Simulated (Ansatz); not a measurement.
**Ta under a change: uniaxial strain ε_yy = +2.82 %**

Start from Ta in the bcc (W type) structure (space group Im-3m, No. 229; a = 3.306 Å; relaxed with 0.1 eV smearing). Axes: x, y, z lie along the cube axes.

One thing is altered: the cell is stretched by 2.82 % along y with no lateral relaxation, atoms relaxed at fixed cell.

Computed with r2SCAN (Ansatz, an electronic-structure program), scalar-relativistic without spin-orbit coupling. Γ-centred 28×28×28 mesh, Fermi–Dirac width 0.1 eV.

The space group goes from Im-3m (No. 229) to I4/mmm (No. 139) and the shortest interatomic distance rises by 0.027 Å, from 2.863 Å to 2.890 Å. The energy goes up by 12 meV/atom and the pressure (mean of the normal stresses, compression positive) goes from zero to -5.3 GPa. The band gap is still zero and the stress (xx, yy, zz, yz, xz, xy; compression positive) amounts to (-4.4, -7.1, -4.4, 0.0, 0.0, 0.0) GPa.

Final structure:

```
CELL_PARAMETERS angstrom
     -1.65304     1.69966     1.65304
      1.65304    -1.69966     1.65304
      1.65304     1.69966    -1.65304
ATOMIC_POSITIONS crystal
  Ta 0.00000 0.00000 0.00000
```

Cost of the whole job for the changed cell (relaxation, final SCF and bands): very roughly 2.3 core-minutes.

No phonon test of stability was made. All final runs are without spin polarisation.
